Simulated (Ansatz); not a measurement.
C in the graphite type structure (space group P6_3/mmc, No. 194; layered, stacked along the Cartesian z axis)

```yaml
crystal:
  lattice:
    - [2.46500, 0.00000, 0.00000]
    - [-1.23250, 2.13475, 0.00000]
    - [0.00000, 0.00000, 6.73046]
  atoms:
    - { symbol: C, position: [0.00000, 0.00000, 0.25000] }
    - { symbol: C, position: [0.00000, 0.00000, 0.75000] }
    - { symbol: C, position: [0.33333, 0.66667, 0.25000] }
    - { symbol: C, position: [0.66667, 0.33333, 0.75000] }
```

Calculations: PBE-D3(BJ) in Ansatz (plane waves to 420 eV, PAW, scalar-relativistic without spin-orbit coupling). Settings: 15×15×5 k-points, 0.05 eV Fermi–Dirac smearing.

The volume per atom is 8.85 Å³ and the density is 2.25 g/cm³. The band gap comes out as zero. The total energy is -251.084 eV/atom (σ→0; compares only within this code and set-up).

No phonon test of stability was made.

Ansatz is an electronic-structure program.
